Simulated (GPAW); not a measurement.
Worked example: self-consistent single point of SbPt (P6_3/mmc, 4 atoms in the cell) in GPAW.

Method: PBEsol, GPAW PAW datasets PBEsol (made by gpaw-setup) (plane waves; GPAW).

The change in words: lattice scaled by 0.98. Reference geometry:
```
SbPt
1.0
    4.14527     0.00000     0.00000
   -2.07264     3.58991     0.00000
    0.00000     0.00000     5.49655
Sb Pt
2 2
Direct
  0.66667   0.33333   0.75000
  0.33333   0.66667   0.25000
  0.00000   0.00000   0.50000
  0.00000   0.00000   0.00000
```

Reference input (self-consistent single point, DFT PBEsol, plane waves, GPAW PAW datasets PBEsol (made by gpaw-setup)): mode = pw; ecut = 550 eV; xc = PBEsol; kpts = 8 8 5; mesh shift (steps) = 0 0 0; occupations.name = fermi-dirac; occupations.width = 0.1 eV; nbands = -8; convergence.density = 1e-05 e/electron; symmetry.symmorphic = false; symmetry.tolerance = 0.0005; maxiter = 150. This run's input differs from it in these lines:

```diff
@@ -5,8 +5,8 @@
 atoms = Atoms(['Sb', 'Sb', 'Pt', 'Pt'],
-              cell=[[4.145274, 0.000000, 0.000000],
-                    [-2.072637, 3.589912, 0.000000],
-                    [0.000000, 0.000000, 5.496548]],
-              positions=[[2.072639, 1.196636, 4.122411],
-                         [-0.000002, 2.393276, 1.374137],
-                         [0.000000, 0.000000, 2.748274],
+              cell=[[4.062369, 0.000000, 0.000000],
+                    [-2.031184, 3.518114, 0.000000],
+                    [0.000000, 0.000000, 5.386617]],
+              positions=[[2.031187, 1.172703, 4.039963],
+                         [-0.000002, 2.345411, 1.346654],
+                         [0.000000, 0.000000, 2.693309],
                          [0.000000, 0.000000, 0.000000]],
```

Output (repeated stretches shortened):

```
     iter     time        total  log10-change:
                         energy   eigst   dens
iter:   1 --:--:--   -26.267050
iter:   2 --:--:--   -26.390750   -0.31  -1.52
iter:   3 --:--:--   -26.776852   -1.08  -1.52
iter:   4 --:--:--   -26.125357   -0.91  -1.46
iter:   5 --:--:--   -25.789787   -2.06  -1.84
iter:   6 --:--:--   -25.774102   -2.29  -1.99
iter:   7 --:--:--   -25.783920c  -2.83  -2.45
iter:   8 --:--:--   -25.767664c  -3.50  -2.48
iter:   9 --:--:--   -25.764901c  -4.11  -2.84
iter:  10 --:--:--   -25.764474c  -3.95  -3.00
iter:  11 --:--:--   -25.764195c  -3.97  -3.06
iter:  12 --:--:--   -25.764174c  -5.31  -3.27
   [... lines left out ...]
iter:  15 --:--:--   -25.764154c  -7.89c -4.21
iter:  16 --:--:--   -25.764144c  -6.12  -4.19
iter:  17 --:--:--   -25.764143c  -7.62c -4.39
iter:  18 --:--:--   -25.764143c  -7.45c -4.46
iter:  19 --:--:--   -25.764144c  -7.97c -4.55
iter:  20 --:--:--   -25.764143c  -7.79c -4.56
iter:  21 --:--:--   -25.764144c  -8.19c -4.69
iter:  22 --:--:--   -25.764145c  -8.25c -4.79
iter:  23 --:--:--   -25.764145c  -8.61c -4.81
iter:  24 --:--:--   -25.764146c  -8.49c -4.83
iter:  25 --:--:--   -25.764147c  -9.13c -4.90
iter:  26 --:--:--   -25.764145c  -7.92c -4.94
iter:  27 --:--:--   -25.764145c  -9.11c -5.32c
Converged after 27 iterations.

Dipole moment: (-0.000000, -0.000000, 0.000003) |e|*Ang

Energy contributions relative to reference atoms: (reference = -1352880.748926)

Kinetic:        +12.767519
Potential:      -11.830093
External:        +0.000000
XC:             -25.652229
Entropy (-ST):   -0.068251
Local:           -1.015218
SIC:             +0.000000
--------------------------
Free energy:    -25.798271
Extrapolated:   -25.764145

Showing only first 2 kpts
 Kpt  Band  Eigenvalues  Occupancy
  0    29     10.82113    1.59041
  0    30     11.74160    0.00078
  0    31     13.25587    0.00000
  0    32     13.37054    0.00000

  1    29     11.55273    0.00515
  1    30     11.55277    0.00515
  1    31     12.19370    0.00001
  1    32     14.06023    0.00000

Fermi level: 10.95678

No gap
No difference between direct/indirect transitions
Energy (eV): -25.764145

Forces in eV/Ang:
  0 Sb   -0.00000    0.00000   -0.00000
  1 Sb    0.00000   -0.00000    0.00000
  2 Pt    0.00000   -0.00000    0.00000
  3 Pt    0.00000   -0.00000    0.00000

Stress tensor:
    -0.063798     0.000000     0.000000
     0.000000    -0.063798    -0.000000
     0.000000    -0.000000    -0.068248
Stress (GPa, Voigt): [-10.2215 -10.2215 -10.9346  -0.       0.       0.    ]
```

The run converged in 27 iterations. GPAW prints stress with tension positive. Against the reference run the free energy rises by 39.8 meV/atom and the pressure goes from 0.44 to 10.46 GPa.

The starting cell comes from a database of computed structures (which also holds hypothetical and non-ambient phases and stackings), without a prior relaxation at this level. Its lattice was rescaled by a random factor within 2.5 % of one. For this run, on top of that: lattice scaled by 0.98. Spin polarisation is off. With a pressure of about 10 GPa the cell is away from its equilibrium volume at this level.

Cost on one core of a shared machine: roughly 50 s.
